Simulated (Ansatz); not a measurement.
An Ansatz (a quantum-chemistry and plane-wave program) run: SiO2 with a change (pressure 3 GPa); r2SCAN, PAW, 500 eV (Ansatz; without spin-orbit coupling).

Input:

Ansatz 0.2 input:
```yaml
crystal:
  lattice:
    - [4.1851917269, 0, 0]
    - [0, 4.1851917269, 0]
    - [0, 0, 2.6688355534]
  atoms:
    - { symbol: Si, position: [0, 0, 0] }
    - { symbol: Si, position: [0.5, 0.5, 0.5] }
    - { symbol: O, position: [0.3061011341, 0.3061011341, 0] }
    - { symbol: O, position: [0.8061011341, 0.1938988659, 0.5] }
    - { symbol: O, position: [0.1938988659, 0.8061011341, 0.5] }
    - { symbol: O, position: [0.6938988659, 0.6938988659, 0] }
basis: { ecutwfc: 500, ecutrho_ratio: 4, xc_grid: 4, fft_grid_basis: typed }
kpoints: { mp_grid: { grid: [8, 8, 12] } }
hamiltonian:
  xc: r2scan
  dispersion: none
  pseudopotentials: { kind: paw }
scf: { occupations: { method: fermi_dirac, width: 0.05 } }
relax: { f_tol: 0.01, max_steps: 60, cell: { stress_tol: 0.02, p_target: 3.0 } }
output: { forces: true, stress: true }
checkpoint: { write: state.ck, write_every: 1000 }
```

Output (explanatory and most iteration lines left out):

```
Relaxation: its limit of steps is 60 (relax.max_steps)
Pseudopotential: Si, paw, valence charge 4
Pseudopotential: O, paw, valence charge 6
Crystal: 6 atoms, lattice volume = 46.747 Å³
Basis set: ecut = 500 eV, 1177 PW (Γ), exchange–correlation on 128×128×80 points (64 copies of the dense FFT grid, shifted against one another)
Bands: 22, of which v1, the nominal top of the filled ones, is band 16 counted from 1 (15 counted from 0)
Symmetry: 16 space group operations
Space group: P42/mnm (ITA 136), of the structure as read, at distance tolerance 3.6e-5 Å
k-points: 105 of 768
Functional: x = r2scan, c = r2scan; τ floored in thin density (d = 2e-4 eV/Å³)
SCF iter   1: F=—  HF=-3559.039675 eV  |F-HF|=—  |Δ(HF+E_count)|=         —  Δρ=1.17e-2  dr2=5.86e-2  dr2_τ=5.22e-1  ethr=1.77e-3  ⟨swp⟩=6.2  Hψ=12807  notcnv=0  defer=2
SCF iter   2: F=—  HF=-3559.336155 eV  |F-HF|=—  |Δ(HF+E_count)|=   2.96e-1  Δρ=6.40e-3  dr2=7.25e-3  dr2_τ=1.52e-3  ethr=1.83e-4  ⟨swp⟩=3.0  Hψ=5631  notcnv=0  defer=181
SCF 1 converged in 7 iterations: F = -3559.337042 eV  dr2 = 7.15e-10
relax step   1: F+E_penalty+E_count = -3559.33704150 eV  Δ(F+E_penalty+E_count) = +0.000e0 eV  max|allowed force component| = 5.005e-6 eV/Å  Δτ_max = 0.0000 Å  P = +0.001 GPa  Ω = 46.747 Å³  (7 SCF iters, dr2 threshold 1.00e-7 eV, accepted)
[... steps on the carried basis left out ...]
relax step   6: F+E_penalty+E_count = -3559.33283200 eV  Δ(F+E_penalty+E_count) = +3.686e-4 eV  max|allowed force component| = 1.337e-5 eV/Å  Δτ_max = 0.0000 Å  P = +3.014 GPa  Ω = 46.296 Å³  stress off target by 1.83e-2 GPa  SCF on the basis re-selected at this cell (its energy is not comparable with the rows above)  (5 SCF iters)
SCF converged after 5 iterations
Free energy (F): -3559.332832 eV
Internal energy: -3559.332832 eV  (E = F + TS)
E sigma→0 (E₀):  -3559.332832 eV
Fermi energy:    13.633243 eV
--- Forces (eV/Å), atoms counted from 1 ---
  atom   1  Si     0.00000000     0.00000000     0.00000000
  atom   2  Si    -0.00000000     0.00000000     0.00000000
  atom   3  O     -0.00001337    -0.00001337     0.00000000
  atom   4  O     -0.00001337     0.00001337     0.00000000
  atom   5  O      0.00001337    -0.00001337     0.00000000
  atom   6  O      0.00001337     0.00001337     0.00000000
--- Stress (GPa, compression-positive) ---
        3.012372       0.000000       0.000000
        0.000000       3.012372       0.000000
        0.000000       0.000000       3.018275
  P = ⅓ Tr σ = 3.0143 GPa (30.143 kbar)
--- Relaxed structure (5 steps of the walk, 5 accepted, 1 SCFs on fresh bases) ---
  cell:  # Å, volume = 46.2958 Å³
    - [4.168887177538264, -2.447314215583039e-35, 0.0]
    - [3.1465468486067634e-35, 4.168887177538264, 0.0]
    - [0.0, 0.0, 2.663800581598075]
  atoms:
    - { symbol: Si, position: [-1.0794031305631605e-21, 6.476418783379017e-21, 0.0] }
    - { symbol: Si, position: [0.5, 0.5, 0.5] }
    - { symbol: O, position: [0.3056979141377264, 0.3056979141377264, 0.0] }
    - { symbol: O, position: [0.8056979141377263, 0.1943020858622736, 0.5] }
    - { symbol: O, position: [0.1943020858622736, 0.8056979141377263, 0.5] }
    - { symbol: O, position: [0.6943020858622736, 0.6943020858622736, 0.0] }
```

Load acts through the strain it causes; cell and atoms are relaxed under it. No phonon test of stability was made. The cell was made from SiO₂ in the rutile structure (space group P4_2/mnm, No. 136) by this change: pressure 3 GPa.
